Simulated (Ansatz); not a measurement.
The parent structure is Al$_{3}$Pd$_{2}$ (space group P-3m1, No. 164; a cell from a computed database, its experimental status unchecked).

```
CELL_PARAMETERS angstrom
      4.21007     0.00000     0.00000
     -2.10503     3.64603     0.00000
      0.00000     0.00000     5.13952
ATOMIC_POSITIONS crystal
  Al 0.00000 0.00000 0.00000
  Al 0.33333 0.66667 0.64541
  Al 0.66667 0.33333 0.35459
  Pd 0.33333 0.66667 0.15562
  Pd 0.66667 0.33333 0.84438
```

The values are results of PBEsol (Ansatz, a program for electronic structure; PAW; 420 eV plane waves; scalar-relativistic without spin-orbit coupling), not measurements.

Base values:

| Quantity | Result |
|---|---|
| Lattice parameter a | 4.210 Å |

Modification: a hydrostatic pressure of 0.3 GPa.

### Question
How does this affect the lattice parameter a?

### Answer
The lattice parameter a drops by 0.003 Å (4.210 Å → 4.207 Å).

Load acts through the strain it causes; cell and atoms are relaxed under it. Whether these cells are dynamically stable was not tested. All final runs are without spin polarisation.
